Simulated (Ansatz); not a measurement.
**A self-consistent single point of Ge (P6/mmm, 3 atoms in the cell) with Ansatz (a quantum-chemistry and plane-wave program)**

Level of theory: LDA (PW92), default PAW files made with PBE (plane waves; Ansatz).

This input was run:

Ansatz 0.2 input:
```yaml
crystal:
  lattice:
    - [4.79889600, 0.00000000, 0.00000000]
    - [-2.39944800, 4.15596500, 0.00000000]
    - [0.00000000, 0.00000000, 2.91876600]
  atoms:
    - { symbol: Ge, position_ang: [0.00000000, 0.00000000, 0.00000000] }
    - { symbol: Ge, position_ang: [-0.00000240, 2.77064472, 1.45938300] }
    - { symbol: Ge, position_ang: [2.39945040, 1.38532028, 1.45938300] }
basis:
  ecutwfc: 420.0 eV
kpoints:
  mp_grid: { grid: [6, 6, 8] }
hamiltonian:
  xc: lda
  pseudopotentials: { kind: paw }
scf:
  occupations: { method: fermi_dirac, width: 0.05 eV }
output:
  forces: true
  eigenvalues: true
  stress: true
```

Log, with long lists cut:

```
WARN the atoms were moved onto the symmetric positions of the space group found under crystal.symmetry.tolerance 1.0e-5 (fractional …
WARN ansatz: RAYON_NUM_THREADS=1 ignored (pool sized by the plan → 1); use --threads N
Pseudopotentials: kind: paw
Pseudopotential: Ge, paw, valence charge 14
Crystal: 3 atoms, lattice volume = 58.212 Å³
Basis set: ecut = 420 eV, 1125 PW (Γ)
Bands: 26, of which v1, the nominal top of the filled ones, is band 21 counted from 1 (20 counted from 0)
Symmetry: 24 space group operations
Space group: P6/mmm (ITA 191), of the structure as read, at distance tolerance 3.9e-5 Å
k-points: 35 of 288
PAW frozen core: Ge, regenerated for the run's functional, and the local potential with it
Initial density: superposition of atomic densities (neutral atoms: chi_scale 0, normalization atom), corrected by the library's trained network
Initial wavefunctions: pseudopotential atomic-orbital guess
Eigensolver: davidson
Functional: x = slater, c = lda
SCF iter   1: F=—  HF=-12646.234450 eV  |F-HF|=—  |Δ(HF+E_count)|=         —  Δρ=5.11e-3  dr2=1.20e-2  ethr=1.77e-3  ⟨swp⟩=5.6  Hψ=3386  notcnv=0
all-band conjugate gradients solve this SCF's bands
preconditioner: auto → none
SCF iter   2: F=—  HF=-12646.230116 eV  |F-HF|=—  |Δ(HF+E_count)|=   4.33e-3  Δρ=3.03e-3  dr2=6.15e-3  ethr=2.85e-5  ⟨swp⟩=2.2  Hψ=1639  notcnv=0
SCF iter   3: F=—  HF=-12646.228109 eV  |F-HF|=—  |Δ(HF+E_count)|=   2.01e-3  Δρ=7.38e-4  dr2=1.86e-4  ethr=1.46e-5  ⟨swp⟩=2.0  Hψ=1118  notcnv=0
SCF iter   4: F=—  HF=-12646.227880 eV  |F-HF|=—  |Δ(HF+E_count)|=   2.28e-4  Δρ=1.53e-4  dr2=5.78e-6  ethr=4.43e-7  ⟨swp⟩=2.0  Hψ=1639  notcnv=0  defer=1
SCF iter   5: F=—  HF=-12646.227875 eV  |F-HF|=—  |Δ(HF+E_count)|=   5.50e-6  Δρ=3.29e-5  dr2=2.87e-7  ethr=1.38e-8  ⟨swp⟩=2.0  Hψ=1634  notcnv=0  defer=1
SCF iter   6: F=-12646.227875 eV  HF=-12646.227875 eV  |F-HF|=5.76e-8  |Δ(HF+E_count)|=   1.91e-7  Δρ=1.35e-5  dr2=4.51e-8  ethr=2.38e-10  ⟨swp⟩=5.7  Hψ=3926  notcnv=0
SCF 1 converged in 6 iterations: F = -12646.227875 eV  dr2 = 4.51e-8
SCF converged after 6 iterations
Free energy (F): -12646.227875 eV
Harris-Foulkes:  -12646.227875 eV  (|F-HF|=5.76e-8)
Internal energy: -12646.217939 eV  (E = F + TS)
E sigma→0 (E₀):  -12646.222907 eV
Entropy (-TS):   -0.009936 eV (-3.312 meV/atom)
Fermi energy:    10.298021 eV
--- Per-component energies (eV) ---
  E_band       = -372.008136
  E_kinetic    = 331.378402
  E_local      = -6479.582630  (includes V_loc(G=0)·N_el)
  E_nonlocal   = 1253.381192
  E_hartree    = 2823.473090
  E_xc         = -225.574840
  E_vxc        = -194.964508  (∫ρ·V_xc dr)
  E_paw        = -5812.086866  (= ΣΔE_a)
  E_vpaw       = -929.180978  (= ΣTr[D̂ρ^β])
  E_aug_tail   = 0.000657  (compensation charges beyond the density's cutoff)
  E_ewald      = -4542.931923
  E_core_change = 5.724979  (= ΣΔE_core)
  E_smearing   = -0.009936  (= −TS)
  E_closure    = -0.000000  (closes the sum)
  Σ components = -12646.227875   (vs F -12646.227875, Δ=0.00e0)
--- Forces (eV/Å), atoms counted from 1 ---
  atom   1  Ge     0.00000000     0.00000000     0.00000000
   [... zero for the other atoms too ...]
  max |Σ_I F_I| component: 9.25e-18 eV/Å
--- Stress (GPa, compression-positive) ---
       -3.755334       0.000000       0.000000
        0.000000      -3.755334       0.000000
        0.000000       0.000000      -8.152596
  P = ⅓ Tr σ = -5.2211 GPa (-52.211 kbar)
  The stress holds the Pulay correction. Without it, at fixed plane waves, as pw.x and ABINIT print it: P = -5.2517 GPa
--- Band table (eV; the first three rows and the last of 35) ---
  k-point 0: bands = ["-14.6007", "-14.5528", "-14.5528", "-14.5249", "-14.5249", "-14.4355", "-14.3683", "-14.3673", "-14.3673", "-14.3368", "-14.3368", "-14.3174", "-14.3174", "-14.2979", "-14.2979", "-2.6118", "3.8787", "4.2344", "7.3330", [...]
  k-point 1: bands = ["-14.5843", "-14.5534", "-14.5534", "-14.5318", "-14.5318", "-14.4204", "-14.3669", "-14.3669", "-14.3515", "-14.3416", "-14.3416", "-14.3161", "-14.3161", "-14.3025", "-14.3025", "-2.3441", "4.0653", "4.4861", "7.5737", [...]
  k-point 2: bands = ["-14.5551", "-14.5551", "-14.5480", "-14.5480", "-14.5448", "-14.3841", "-14.3660", "-14.3660", "-14.3528", "-14.3528", "-14.3188", "-14.3188", "-14.3111", "-14.3078", "-14.3078", "-1.5458", "4.4381", "5.2342", "8.2560", [...]
  k-point 34: bands = ["-14.5651", "-14.5651", "-14.5487", "-14.5487", "-14.4939", "-14.4091", "-14.3824", "-14.3610", "-14.3610", "-14.3565", "-14.3565", "-14.3278", "-14.2664", "-14.2664", "-14.2643", "3.2895", "3.2895", "3.7179", "5.4845", [...]
```

The run converged in 6 iterations.

The starting cell was generated: these elements placed on a structure prototype, without a prior relaxation; it need not be a known phase or ordering of this composition. With a pressure of about -5 GPa the cell is away from its equilibrium volume at this level. Ansatz's pressure includes its estimate of the finite-basis (Pulay) stress.
